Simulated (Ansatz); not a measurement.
We consider ScPd₃ (model structure, started from the D022 type, I4/mmm, No. 139, 4 atoms in the cell), described by LDA (plane waves, PAW; Ansatz, a program for electronic structure).

Run with plane-wave cutoff 520 eV, 20×20×20 k mesh, Fermi–Dirac smearing 0.05 eV, scalar-relativistic PAW data made under PBE.

Cell (relaxed at this level):

```cif
data_Pd3Sc
_chemical_formula_sum 'Pd3 Sc1'
_space_group_name_H-M_alt 'P 1'
_space_group_IT_number 1
_cell_length_a 4.76518
_cell_length_b 4.76518
_cell_length_c 4.76518
_cell_angle_alpha 131.054
_cell_angle_beta 131.054
_cell_angle_gamma 71.727
loop_
_space_group_symop_operation_xyz
  'x, y, z'
loop_
_atom_site_label
_atom_site_type_symbol
_atom_site_fract_x
_atom_site_fract_y
_atom_site_fract_z
_atom_site_occupancy
Pd1 Pd 0.50000 0.50000 0.00000 1
Pd2 Pd 0.75000 0.25000 0.50000 1
Pd3 Pd 0.25000 0.75000 0.50000 1
Sc1 Sc 0.00000 0.00000 0.00000 1
```

### Question
Predict the bulk modulus B0.

### Answer

bulk modulus B0: 180 GPa

The run finds no gap.

Note: the bulk modulus is −V dP/dV from two relaxed cells at ±2 % in volume; the relaxation could raise the start's symmetry but not lower it, so the cell can be a saddle point.

Static lattice: no zero-point or thermal effects.

Computing time: about 7 core-minutes (a rough figure).

A model structure was made by putting elements into a prototype or built by hand; it is no filed structure, need not be a known phase, and can be a saddle point held by its symmetry.
